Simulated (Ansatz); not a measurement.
For Hf2O3 (model structure, P-4m2, No. 115, 5 atoms in the cell), PBEsol in Ansatz (plane waves, PAW) gives:

lattice parameter a: 3.531 Å
c axis length: 4.996 Å
bulk modulus: 216 GPa
cohesive energy: 7.81 eV/atom
band gap: 0.00 eV

**Question.** What does r²SCAN in Ansatz (PAW) give for the same quantities?

**Answer.** 
- lattice constant a: 3.544 Å (rises by 0.4 %)
- lattice parameter c: 5.010 Å (grows by 0.3 %)
- bulk modulus: 221 GPa (increases by 2.3 %)
- cohesive energy: 7.40 eV/atom (falls by 0.41 eV/atom)
- band gap: 0.06 eV (rises by 0.06 eV)

Changes are worked out from the printed values.

Unless a cell is named, each level is at its own relaxed cell (PBEsol 12.46, r²SCAN 12.58 Å³/atom).

Levels without +SOC leave out spin–orbit coupling, which shifts energies and cells of such heavy elements.

Spin–orbit coupling is included only where a level's name says +SOC; with heavier elements it mostly lowers gaps and can invert bands. A gap of zero means that the bands touch or overlap. Density-functional gaps are differences of (generalised) Kohn–Sham levels.

Caveats: the bulk modulus is −V dP/dV from two relaxed cells at ±2 % in volume (PBEsol, r²SCAN). Ansatz's density-functional and Hartree–Fock values are scalar-relativistic unless marked +SOC, with PAW data made under PBE.

A model structure was made by putting elements into a prototype or built by hand; it is no filed structure, need not be a known phase, and can be a saddle point held by its symmetry.

Ansatz is an electronic-structure program.
